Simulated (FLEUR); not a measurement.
Worked example: self-consistent single point of FeNi3 (Pm-3m, 4 atoms in the cell) in FLEUR.

Method of the run: PBEsol, all-electron FLAPW (FLEUR), scalar-relativistic valence in FLEUR.

```xyz
4
Lattice="3.5898 0.0000 0.0000 0.0000 3.5898 0.0000 0.0000 0.0000 3.5898" Properties=species:S:1:pos:R:3 pbc="T T T"
Fe     0.0000     0.0000     0.0000
Ni     0.0000     1.7949     1.7949
Ni     1.7949     0.0000     1.7949
Ni     1.7949     1.7949     0.0000
```
Moments meant for the start (each program seeds them in its own way; μB, in the order of the atoms Fe Ni Ni Ni): 4.0 2.0 2.0 2.0.

Reference input (self-consistent single point, DFT, PBE, all-electron FLAPW (FLEUR), scalar-relativistic valence): Kmax = 3.5 1/bohr; GmaxXC = 10.5 1/bohr; xcFunctional = pbe; jspins = 2; l_soc = F; mode = hist; fermiSmearingEnergy = 0.00367493 Htr; mesh (inpgen div1-3) = 9 9 9; inpgen gamma flag = false; Gmax = 10.5 1/bohr; numbands = 0; maxIterBroyd = 25. This run's input differs from it in these lines:

```diff
@@ -16,2 +16,3 @@
 &comp jspins=2 /
+&exco xctyp='PBEs' /
 &kpt div1=9 div2=9 div3=9 /
@@ -28,3 +29,3 @@
       <coreElectrons ctail="T" frcor="F" kcrel="0" coretail_lmax="0"/>
-      <xcFunctional name="pbe" relativisticCorrections="F"/>
+      <xcFunctional name="PBEs" relativisticCorrections="F"/>
       <magnetism jspins="2"/>
```

Log, with long lists cut:

```
 Iteration:     1   Distance:      41.25985230 me/bohr^3
 Iteration:     2   Distance:      34.83202530 me/bohr^3
 Iteration:     3   Distance:      29.00570113 me/bohr^3
 Iteration:     4   Distance:      26.64859598 me/bohr^3
 Iteration:     5   Distance:      17.65570481 me/bohr^3
   [... 15 lines left out ...]
 Iteration:    21   Distance:       0.00061679 me/bohr^3
 Iteration:    22   Distance:       0.00062954 me/bohr^3
 Iteration:    23   Distance:       0.00001647 me/bohr^3
 Iteration:    24   Distance:       0.00000533 me/bohr^3
 Run finished successfully
 Stop message:
   Structural relaxation: Done

[file out, last iteration]
             iter=     25
[...]
          total density-effective poten   -9.2715678241E+03
          total charge density-energy d   -2.4155351521E+02
 Updated energy parameters for spin:           1
 Updated energy parameters for spin:           2
[...]
 fermi energy and band-weighting factors:
    1.152742

[...]
FERMIE:
          first approx. to ef    (T=0)  :   0.310595 htr   (energy of the highest occ. eigenvalue)
          number of occ. states  (T=0)  :       2228
          first approx. to seigv (T=0)  : -43.736846 htr
          sum of weights of occ. states :  64.013717
          sum of semicore charge        :   0.000000 e
FERHIS:  Fermi-Energy by histogram:
          bandgap                     :   0.000004 htr
   [... lines left out ...]
          charge neutrality (T=0)     :   0.013717    (zero if the highest occ. eigenvalue is "entirely" occupied)
     EF_NEWTON:  Adjust Fermi-Energy by Newton-Method.
 Direct bandgap for spin            1 :    2.7157439301168929E-002  Htr
 Direct bandgap for spin            2 :    4.8309001739756940E-003  Htr
 ---->    free energy=                     -5830.2980978004 htr
   [... lines left out ...]
 ***** TOTAL FORCES ON ATOMS *****
 TOTAL FORCE FOR ATOM TYPE=  1  X=  0.000   Y=  0.000   Z=  0.000
                       FX_TOT= 0.000000 FY_TOT= 0.000000 FZ_TOT= 0.000000
 TOTAL FORCE FOR ATOM TYPE=  2  X=  0.000   Y=  3.392   Z=  3.392
                       FX_TOT= 0.000000 FY_TOT= 0.000000 FZ_TOT= 0.000000
 Structural relaxation: Done
```

The run converged in 24 iterations. FLEUR gives forces in its relaxation mode, with a further iteration, so its stop message speaks of a relaxation. Against the reference run the size of the net moment stays at 1.20 μB/atom.

The starting cell comes from a database of computed structures (which also holds hypothetical and non-ambient phases and stackings), without a prior relaxation at this level. Its lattice was rescaled by a random factor within 2.5 % of one. The magnetic order is the one reached from the typed start; others were not searched systematically. Values depend on the basis (sphere radii, cutoffs, local orbitals), which need not be converged. The log's line on a gap gives a spacing of levels on this mesh, which the program prints for metals too.

Cost on one core of a shared machine: roughly 3 min.
